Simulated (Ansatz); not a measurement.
System: O vacancy in monoclinic HfO2 (charge state +2). The step: a nearby O atom hops onto the vacant site; the atom moves 2.49 Å along (0.01, -0.12, 0.45) of the unit cell; the moving atom starts with neighbours Hf at 2.08, Hf at 2.11, Hf at 2.12; O at 2.53, O at 2.57 Å and ends with Hf at 2.06, Hf at 2.07, Hf at 2.21; O at 2.58, O at 2.63 Å. DFT values are from Ansatz (plane-wave PAW, 420 eV unless said) in a cell of 96 host sites, spin-restricted, static, with no finite-size correction. The charge state is imposed; whether it is stable for some Fermi level was not computed. Forms of the defect that were not tried may lie lower. For the PBE band: the saddle point's order was not checked.

```json
[
 {"Level": "CHGNet universal potential (has no charge state), its own band", "Forward barrier (eV)": "0.74", "Cost of the band or of the saddle's single point": "-"},
 {"Level": "PBE, the Γ point alone, band relaxed", "Forward barrier (eV)": "0.87", "Cost of the band or of the saddle's single point": "around 30 core-minutes (rough)"},
 {"Level": "PBE, a 2×2×2 k-point mesh shifted by half a step, same geometries", "Forward barrier (eV)": "0.85", "Cost of the band or of the saddle's single point": "very roughly 15 core-minutes"},
 {"Level": "r2SCAN at 500 eV, the Γ point alone, same geometries", "Forward barrier (eV)": "[?]", "Cost of the band or of the saddle's single point": "roughly 4 core-minutes"}
]
```

What belongs in the gaps?


- r2SCAN at 500 eV, the Γ point alone, same geometries, Forward barrier (eV): 0.97

Ansatz is a program for electronic structure.
